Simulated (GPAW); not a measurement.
A self-consistent single point of KTaO3 (Pm-3m, 5 atoms in the cell) with GPAW.

Computed with PBE+U, GPAW PAW datasets PBE (gpaw-data 1.0.1) (plane waves; GPAW).

```
KTaO3
1.0
    4.07677     0.00000     0.00000
    0.00000     4.07677     0.00000
    0.00000     0.00000     4.07677
K Ta O
1 1 3
Direct
  0.50000   0.50000   0.50000
  0.00000   0.00000   0.00000
  0.00000   0.50000   0.00000
  0.50000   0.00000   0.00000
  0.00000   0.00000   0.50000
```

Reference input (self-consistent single point, DFT PBE, plane waves, GPAW PAW datasets PBE (gpaw-data 1.0.1)): mode = pw; ecut = 950 eV; xc = PBE; kpts = 6 6 6; mesh shift (steps) = 0 0 0; occupations.name = fermi-dirac; occupations.width = 0 eV; nbands = -4; convergence.density = 1e-05 e/electron; convergence.energy = 1e-05 eV/electron; convergence.bands = -2; symmetry.symmorphic = false. This run's input differs from it in these lines:

```diff
@@ -17,2 +17,3 @@
             xc='PBE',
+            setups={'Ta': ':d,4.0'},
             kpts={'size': (6, 6, 6), 'gamma': True},
```

Output, abridged:

```
     iter     time        total  log10-change:
                         energy   eigst   dens
iter:   1 --:--:--   -42.674925   +0.43
iter:   2 --:--:--   -40.861346   -0.62  -0.93
iter:   3 --:--:--   -36.091679   +0.17  -0.98
iter:   4 --:--:--   -36.322730   -1.00  -1.34
iter:   5 --:--:--   -36.426743   -1.14  -1.38
   [... 4 lines left out ...]
iter:  10 --:--:--   -36.284926   -2.64  -2.16
iter:  11 --:--:--   -36.233469   -1.64  -1.95
iter:  12 --:--:--   -36.231847   -2.97  -2.77
iter:  13 --:--:--   -36.231591   -3.65  -3.19
iter:  14 --:--:--   -36.231557c  -4.08  -3.47
iter:  15 --:--:--   -36.231720c  -4.05  -3.27
iter:  16 --:--:--   -36.231695c  -4.03  -3.37
iter:  17 --:--:--   -36.231601c  -4.48  -3.13
iter:  18 --:--:--   -36.231602c  -5.02  -3.54
   [... 7 lines left out ...]
iter:  26 --:--:--   -36.231577c  -6.95  -4.48
iter:  27 --:--:--   -36.231579c  -6.65  -4.54
iter:  28 --:--:--   -36.231577c  -6.27  -4.30
iter:  29 --:--:--   -36.231578c  -7.27  -4.68
iter:  30 --:--:--   -36.231578c  -7.90c -4.63
iter:  31 --:--:--   -36.231577c  -7.10  -4.67
iter:  32 --:--:--   -36.231577c  -8.34c -5.17c
Converged after 32 iterations.

Dipole moment: (-0.000006, -0.000006, -0.000006) |e|*Ang

Energy contributions relative to reference atoms: (reference = -446677.251523)

Kinetic:        +12.195111
Potential:      -19.824143
External:        +0.000000
XC:             -28.764282
Entropy (-ST):   +0.000000
Local:           +0.161737
SIC:             +0.000000
--------------------------
Free energy:    -36.231577
Extrapolated:   -36.231577

Showing only first 2 kpts
 Kpt  Band  Eigenvalues  Occupancy
  0    18      4.22690    2.00000
  0    19      4.22690    2.00000
  0    20      7.71768    0.00000
  0    21      7.71768    0.00000

  1    18      4.13633    2.00000
  1    19      4.13633    2.00000
  1    20      7.75642    0.00000
  1    21      8.37061    0.00000

Fermi level: 6.32783

Gap: 2.780 eV
Transition (v -> c):
   [... lines left out ...]
Direct gap: 3.491 eV
   [... lines left out ...]
Energy (eV): -36.231577

Forces in eV/Ang:
  0 K    -0.00000   -0.00000   -0.00000
  1 Ta    0.00000    0.00000    0.00000
  2 O     0.00000   -0.00000    0.00000
  3 O     0.00000    0.00000    0.00000
  4 O     0.00000   -0.00000    0.00000

Stress tensor:
     0.020380     0.000000     0.000000
     0.000000     0.020380     0.000000
     0.000000     0.000000     0.020380
Stress (GPa, Voigt): [3.2653 3.2653 3.2653 0.     0.     0.    ]
```

The run converged in 32 iterations. GPAW prints stress with tension positive. Against the reference run the gap on the mesh goes from 2.034 to 2.780 eV.

At such cutoffs GPAW's stress carries a finite-basis (Pulay) error, which enters relaxed cells too; its log prints stress with tension positive.

The starting cell comes from a database of computed structures (which also holds hypothetical and non-ambient phases and stackings), without a prior relaxation at this level. Its lattice was rescaled by a random factor within 2.5 % of one. Spin-orbit coupling is off. Spin polarisation is off. The U value is a test value, and with U on an open shell several self-consistent states can exist.

Cost on one core of a shared machine: roughly 80 s.
